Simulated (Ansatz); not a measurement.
Ansatz (a quantum-chemistry and plane-wave program) run on Zn₂SeS (P-4m2, 4 atoms in the cell): relaxation of cell and atoms.

Level of theory: PBEsol, default PAW files made with PBE (plane waves; Ansatz).

The change in words: atoms on their sites; basis.ecutwfc: 420 eV → 505 eV; relax: default → cell and atoms. Reference geometry:
```
Zn2SeS
1.0
    3.92102     0.00000     0.00000
    0.00000     3.92102     0.00000
    0.00000     0.00000     5.53869
Zn Se S
2 1 1
Cartesian
  1.96051   0.00000   4.27635
  0.00000   1.96051   1.31234
  0.00000   0.00000   2.76934
  1.96051   1.96051   0.00000
```

Reference input (self-consistent single point, DFT, PBEsol, plane waves, default PAW files made with PBE): basis.ecutwfc = 420 eV; kpoints.mp_grid.grid = 5 5 4; hamiltonian.xc = pbesol; hamiltonian.pseudopotentials = {kind: paw} (the program's default PAW files); scf.occupations.method = fixed. This run's input differs from it in these lines:

Ansatz 0.2 input:
```diff
@@ -6,3 +6,3 @@
   atoms:
-    - { symbol: Zn, position: [0.50000000, 0.00000000, 0.77208700] }
+    - { symbol: Zn, position: [0.50000000, 0.00000000, 0.76306000] }
     - { symbol: Zn, position: [0.00000000, 0.50000000, 0.23694000] }
@@ -11,3 +11,3 @@
 basis:
-  ecutwfc: 420.0
+  ecutwfc: 505.0
 kpoints:
@@ -19,2 +19,4 @@
   occupations: { method: fixed }
+relax:
+  cell: {}
 output:
```

Log, with long lists cut:

```
   [... SCF lines of the steps left out ...]
relax step   1: F+E_penalty+E_count = -12873.83695664 eV  Δ(F+E_penalty+E_count) = +0.000e0 eV  max|allowed force component| = 1.154e-3 eV/Å  Δτ_max = 0.0000 Å  P = -1.760 GPa  Ω = 85.154 Å³  (8 SCF iters, dr2 threshold 1.00e-7 eV, accepted)
relax step   2: F+E_penalty+E_count = -12873.84807419 eV  Δ(F+E_penalty+E_count) = -1.112e-2 eV  max|allowed force component| = 3.329e-2 eV/Å  Δτ_max = 0.0023 Å  P = -0.571 GPa  Ω = 83.646 Å³  energy of the carried Pulay correction = +1.141e-4 eV  [...]
relax step   3: F+E_penalty+E_count = -12873.84948628 eV  Δ(F+E_penalty+E_count) = -1.412e-3 eV  max|allowed force component| = 1.275e-3 eV/Å  Δτ_max = 0.0038 Å  P = +0.027 GPa  Ω = 82.931 Å³  energy of the carried Pulay correction = +1.689e-4 eV  [...]
relax step   4: F+E_penalty+E_count = -12873.84933998 eV  Δ(F+E_penalty+E_count) = +1.463e-4 eV  max|allowed force component| = 1.221e-3 eV/Å  Δτ_max = 0.0000 Å  P = +0.024 GPa  Ω = 82.931 Å³  stress off target by 2.53e-2 GPa  SCF on the basis [...]
basis re-selected at this cell: Δ(F+E_penalty+E_count) = +1.463e-4 eV, ΔP = -0.003 GPa vs the last step
the relaxation is at rest under the 8 symmetry operations that the run kept from its start: a minimum is not shown …
Free energy (F): -12873.849340 eV
Internal energy: -12873.849340 eV  (E = F + TS)
E sigma→0 (E₀):  -12873.849340 eV
Fermi energy:    6.569186 eV
--- Forces (eV/Å), atoms counted from 1 ---
  atom   1  Zn     0.00000000    -0.00000000     0.00122053
  atom   2  Zn     0.00000000    -0.00000000    -0.00122053
   [... lines left out ...]
  cell:  # Å, volume = 82.9311 Å³
   [... lines left out ...]
    - [1.6002568455308276e-32, 0.0, 5.482577552592156]
  atoms:
    - { symbol: Zn, position: [0.49999999999999994, -6.930690532616296e-68, 0.763328377023947] }
    - { symbol: Zn, position: [7.897271164554975e-34, 0.49999999999999994, 0.23667162297605301] }
    - { symbol: Se, position: [-1.6170602860755427e-33, 0.0, 0.5] }
    - { symbol: S, position: [0.49999999999999994, 0.49999999999999994, -1.9575079224305264e-20] }
```

The run converged. 

Summary of the result:
```
Property                                                                                       Value
------------------------------------------------  --------------------------------------------------
Free energy E − TS (on the zero of these files)                                       -12873.8493 eV
Top of the valence band (on the code's own zero)                                             6.57 eV
Gap on the k-point mesh                                                                      1.56 eV
Pressure                                                                                    0.02 GPa
Largest force (vector length)                                                             0.001 eV/Å
Final cell                                        a = b = 3.8893 Å, c = 5.4826 Å, α = β = γ = 90.00°
Final volume per atom                                                                       20.73 Å³
Relaxation steps                                                                                   4
```

The starting cell comes from a database of computed structures (which also holds hypothetical and non-ambient phases and stackings), without a prior relaxation at this level. Its lattice was rescaled by up to half a per cent. The relaxation keeps the symmetry of its start, so its end need not be a minimum. Ansatz's pressure includes its estimate of the finite-basis (Pulay) stress.
